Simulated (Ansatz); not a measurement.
The starting structures come from a database of crystals and need not be the phases stable at ambient conditions.

 Where the default PAW files enter, the runs use the earlier of Ansatz's two default sets.

The decay constant κ of evanescent states in the gap governs leakage through a thin film.

Data:

```
CELL_PARAMETERS angstrom
      4.93699     0.00000     0.00000
      0.00000     5.09833     0.00000
      0.00000     0.00000     9.97217
ATOMIC_POSITIONS crystal
  Hf 0.24559 0.46490 0.11542
  Hf 0.75441 0.53510 0.88458
  Hf 0.25441 0.96490 0.88458
  Hf 0.74559 0.03510 0.11542
  Hf 0.74559 0.53510 0.38458
  Hf 0.25441 0.46490 0.61542
  Hf 0.75441 0.03510 0.61542
  Hf 0.24559 0.96490 0.38458
  O  0.00244 0.26133 0.47714
  O  0.99756 0.73867 0.52286
  O  0.49756 0.76133 0.52286
  O  0.50244 0.23867 0.47714
  O  0.50244 0.73867 0.02286
  O  0.49756 0.26133 0.97714
  O  0.99756 0.23867 0.97714
  O  0.00244 0.76133 0.02286
  O  0.37420 0.62649 0.28946
  O  0.62580 0.37351 0.71054
  O  0.12580 0.12649 0.71054
  O  0.87420 0.87351 0.28946
  O  0.87420 0.37351 0.21054
  O  0.12580 0.62649 0.78946
  O  0.62580 0.87351 0.78946
  O  0.37420 0.12649 0.21054
```

Space group of this cell: Pbca. The cell is strained (lengths across the current scaled by 0.98, ions clamped); by r2SCAN its mean pressure is 16.3 GPa.

Transport runs along the normal of the first two printed cell vectors.

The gap is the functional's own. No spin-orbit coupling. Mid-gap values are interpolated on the energy grid.

Question: Compute, with r2SCAN in Ansatz (a quantum-chemistry and plane-wave program), the band gap and the smallest decay constant κ at mid-gap.

Answer: Gap 4.98 eV on a 6×6×4 mesh; κ = 0.387 1/Å, at the zone centre.
